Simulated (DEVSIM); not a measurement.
Device: abrupt GaP p-n junction, at 250 K.

Layer 1 from the left is GaP, thickness (μm) 44.0, Na (cm⁻³) 5.4e17, τn (s) 2.3e-7, τp (s) 2.3e-7. Layer 2 from the left is GaP, thickness (μm) 150, Nd (cm⁻³) 1.7e17, τn (s) 2.3e-7, τp (s) 2.3e-7.

Left contact: ohmic. Right contact: ohmic. Voltage is applied to the left contact. Recombination: SRH at mid-gap, radiative. Mobility is μmin + (μ − μmin)/(1 + (N/Nref)^α).

This is a model device: material constants are rounded textbook-type values typed into the input, and sizes, dopings and lifetimes were drawn at random. Values at 300 K; Nc and Nv go as T^1.5, mobilities as T to minus their exponent, the gap by Varshni's rule with the affinity fixed.

GaP: gap (eV) 2.26, affinity (eV) 3.8, permittivity 11.1, Nc (cm⁻³) 1.8e19, Nv (cm⁻³) 1.9e19, μn (cm²/Vs) 250, μp (cm²/Vs) 150, μn,min 10, μp,min 10, Nref,n 4.4e18, Nref,p 1e18, αn 0.8, αp 0.85, T exponent of μn 1.6, T exponent of μp 1.98, B (cm³/s) 1e-13, Varshni α (eV/K) 0.00058, Varshni β (K) 372.

DEVSIM, 1D drift-diffusion, Boltzmann statistics, complete ionisation; no tunnelling, impact ionisation, image-force lowering or self-heating.

Dark forward current:

```csv
|V| (V),|J| (A/cm²)
1.00,2.484e-13
1.05,8.114e-13
1.10,2.655e-12
1.15,8.712e-12
1.20,2.864e-11
1.25,9.426e-11
1.30,3.107e-10
1.35,1.027e-9
1.40,3.407e-9
1.45,1.134e-8
1.50,3.800e-8
1.55,1.288e-7
1.60,4.489e-7
1.65,1.671e-6
1.70,7.212e-6
1.75,4.005e-5
1.80,0.0002928
1.85,0.002580
1.90,0.02479
1.95,0.2421
2.00,2.052
2.05,9.840
2.10,24.62
2.15,43.44
2.20,64.55
2.25,87.15
```

Q: Work out the local ideality factor n = ΔV / (kT/q · ln(J2/J1)) between the rows 1.00 and 1.05 V, 1.90 and 1.95 V, 2.20 and 2.25 V.

A: kT/q = 21.54 mV. From 1.00 to 1.05 V: ln(8.114e-13/2.484e-13) = 1.184, n = 1.96, near the 2 of recombination in the depletion region. From 1.90 to 1.95 V: ln(0.2421/0.02479) = 2.279, n = 1.02, near the 1 of diffusion or emission over a barrier. From 2.20 to 2.25 V: ln(87.15/64.55) = 0.300, n = 7.73; the layers' resistance at their doping, Σ W/(qμN) = 0.0021 Ω cm², would take 48 mV of this step of 50 mV.

Q: Estimate the current at 1.90 V from the Shockley equation with J0 = Σ q ni² D/(N L) coth(W/L), τ joining the SRH, radiative and Auger lifetimes that are on, and W taken as the whole layer.

A: ni² = 2.18e-8 cm⁻⁶; electrons in the p layer: μ = 284 cm²/Vs, D = 6.12 cm²/s, τ = 2.27e-7 s, L = 11.8 μm, W/L = 3.7, term 3.36e-41 A/cm²; holes in the n layer: μ = 179 cm²/Vs, D = 3.85 cm²/s, τ = 2.29e-7 s, L = 9.39 μm, W/L = 16, term 8.43e-41 A/cm². J0 = 1.18e-40 A/cm², and J = J0 exp(qV/kT) = 0.0240 A/cm². The simulation gives 0.0248 A/cm²; the estimate lies 3.3 % below. The estimate leaves out recombination in the depletion region and that region's share of W.
